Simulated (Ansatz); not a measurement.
Si (model structure, R-3m, No. 166, 6 atoms in the cell) was calculated with LDA (Ansatz, a first-principles code, PAW).

Settings: plane-wave cutoff 520 eV, 10×10×10 k mesh, Fermi–Dirac smearing 0.01 eV, scalar-relativistic PAW data made under PBE.

Cell (relaxed at this level):

```xyz
6
Lattice="1.9037 1.0991 9.4053 -1.9037 1.0991 9.4053 0.0000 -2.1982 9.4053" Properties=species:S:1:pos:R:3 pbc="T T T"
Si     0.0000     0.0000    20.7649
Si     0.0000     0.0000    23.1183
Si     0.0000     0.0000     5.0977
Si     0.0000     0.0000     7.4511
Si     0.0000     0.0000    27.0486
Si     0.0000     0.0000     1.1674
```

Give the computed band gap, smallest direct gap on the k points sampled and direct gap at Γ.


* **band gap**: 0.36 eV (indirect)
* **smallest direct gap on the k points sampled**: 1.34 eV
* **direct gap at Γ**: 1.35 eV

Note: the relaxation could raise the start's symmetry but not lower it, so the cell can be a saddle point.

The computed numbers hold no vibrational or temperature effects.

A model structure was made by putting elements into a prototype or built by hand; it is no filed structure, need not be a known phase, and can be a saddle point held by its symmetry.
